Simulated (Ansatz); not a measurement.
The complex Si vacancy + N on the C site in metastable 2H silicon carbide (the Si site; C 1.89 Å away) and its isolated parts, with the Fermi level 1.20 eV above the valence-band maximum, each in its stable bound charge state.

The numbers are results of PBE, PAW (plane waves to 420 eV; Ansatz, an electronic-structure program), not measurements. Cell and caveats: 96-site cell; 2×2×2 shifted k-points; host gap 2.31 eV; charged states image-corrected; corrections pass 1 eV, so highly charged states may be off by several tenths; flagged in the runs: for some of the defects a host whose relaxation on this sampling wasn't shown to rest.

| defect | charge | E_f, elements as references (eV) |
|---|---|---|
| Si vacancy | −1 | 7.01 |
| N on the C site | +1 | -0.77 |

**Question.** Is the complex bound, by how much, and in which charge state?

**Answer.** The complex has charge −1 and E_f = 4.15 eV: 7.01 + -0.77 − (4.15) = 2.09 eV, bound. The charge changes by −1 on pairing, so the value moves with the Fermi level.
